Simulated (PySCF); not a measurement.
PySCF 2.14.0, B3LYP/def2-svp, cosx: c1coc(-c2ccco2)c1, 16 atoms. The geometry is a generated start, not checked to be a minimum at this level.

```python
import time
import numpy
from pyscf import lib
from pyscf import gto, scf, dft, mp, cc, sgx
lib.logger.TIMER_LEVEL = 4
t0 = time.perf_counter()

mol = gto.M(
    atom='''
C      2.85320000     0.75360000    -0.11970000
C      2.81870000    -0.59360000     0.14300000
O      1.53650000    -1.03100000     0.21610000
C      0.71450000     0.04640000    -0.00220000
C     -0.71450000    -0.04640000     0.00220000
C     -1.50220000    -1.16600000     0.21320000
C     -2.85320000    -0.75360000     0.11970000
C     -2.81870000     0.59360000    -0.14300000
O     -1.53650000     1.03100000    -0.21610000
C      1.50220000     1.16600000    -0.21320000
H      3.73930000     1.36230000    -0.23010000
H      3.57840000    -1.34700000     0.29740000
H     -1.13160000    -2.16250000     0.41140000
H     -3.73930000    -1.36240000     0.23010000
H     -3.57840000     1.34700000    -0.29740000
H      1.13160000     2.16250000    -0.41140000
''',
    basis='def2-svp',
    max_memory=4000,
    verbose=4,
)
mf = dft.RKS(mol, xc='b3lyp')
mf = sgx.sgx_fit(mf, pjs=True)
mf.with_df.dfj = True
mf.with_df.grids_level_i = 1
mf.with_df.grids_level_f = 3
mf.chkfile = None
mf.kernel()
print('SCF converged:', mf.converged)
print('E(SCF) = %.10f' % mf.e_tot)
print('basis functions:', mol.nao_nr())
print('integrals held in memory:', getattr(mf, '_eri', None) is not None)
t1 = time.perf_counter()
print('wall of the SCF part: %.3f s' % (t1 - t0))
print('run ended')
```

```bash
OMP_NUM_THREADS=32 OPENBLAS_NUM_THREADS=1 python -u run.py
```

The program reports basis functions: 170.

Machine: one whole node, Arm Neoverse V2, 96 cores on 1 socket, no SMT, 1 L3 cache group.

On 32 threads, 1 BLAS thread this takes 7.8 s. Wall times, medians of two to five repeats, each run alone on the node (launch to exit). Unless noted, each process is bound to its own block of adjacent cores. Build: PyPI wheel: OpenMP (GNU), a bundled serial OpenBLAS 0.3.3 under its C layer, NumPy's threaded OpenBLAS held to generic ARMv8 kernels, libcint, Libxc. Other compilers and libraries give other times. Scratch files lie in a memory file system.

### Question
Make this run faster without changing its result beyond 1.0 meV/atom in energy. Keep to 32 cores.

### Answer
One answer among several that fit: going from two_electron_scheme = COSX exchange (sgx_fit, pjs) with fitted J, mol.max_memory = 4000 MB, mf.with_df.grids_level_i = 1, mf.with_df.grids_level_f = 3 to two_electron_scheme = exact four-centre integrals, mol.max_memory = 200000 MB, one of the fastest of the measured ones that keep the result.

```diff
-    max_memory=4000,
+    max_memory=200000,
-mf = sgx.sgx_fit(mf, pjs=True)
-mf.with_df.dfj = True
-mf.with_df.grids_level_i = 1
-mf.with_df.grids_level_f = 3
```

Time: 7.8 s to 2.5 s (3.1× as fast). These two results differ by: energy 0.24 meV/atom. Others tried: two_electron_scheme = exact four-centre integrals, mol.max_memory = 4000 MB, aux = not set, mf.with_df.grids_level_i = not set, mf.with_df.grids_level_f = not set (2.6 s); two_electron_scheme = density fitting, mol.max_memory = 4000 MB, aux = chosen by PySCF (default), mf.with_df.grids_level_i = not set, mf.with_df.grids_level_f = not set (2.9 s); two_electron_scheme = density fitting, mol.max_memory = 4000 MB, aux = def2-universal-jkfit, mf.with_df.grids_level_i = not set, mf.with_df.grids_level_f = not set (2.9 s); two_electron_scheme = density fitting of J alone, exact K, mol.max_memory = 4000 MB, aux = chosen by PySCF (default), mf.with_df.grids_level_i = not set, mf.with_df.grids_level_f = not set (3.0 s); two_electron_scheme = density fitting, mol.max_memory = 4000 MB, aux = autoaux, mf.with_df.grids_level_i = not set, mf.with_df.grids_level_f = not set (3.4 s); two_electron_scheme = COSX exchange (sgx_fit, pjs) with fitted J, mol.max_memory = 4000 MB, aux = chosen by PySCF (default), mf.with_df.grids_level_i = 1, mf.with_df.grids_level_f = 1 (4.7 s); two_electron_scheme = COSX exchange (sgx_fit, pjs) with fitted J, mol.max_memory = 4000 MB, aux = chosen by PySCF (default), mf.with_df.grids_level_i = 2 (default), mf.with_df.grids_level_f = 2 (default) (6.6 s); two_electron_scheme = COSX exchange (sgx_fit, pjs=False) with fitted J, mol.max_memory = 4000 MB, aux = chosen by PySCF (default), mf.with_df.grids_level_i = 2 (default), mf.with_df.grids_level_f = 2 (default) (6.7 s); two_electron_scheme = exact four-centre integrals, mol.max_memory = 500 MB, aux = not set, mf.with_df.grids_level_i = not set, mf.with_df.grids_level_f = not set (9.3 s); two_electron_scheme = COSX exchange (sgx_fit, pjs) with fitted J, mol.max_memory = 4000 MB, aux = chosen by PySCF (default), mf.with_df.grids_level_i = 1, mf.with_df.grids_level_f = 4 (10 s).
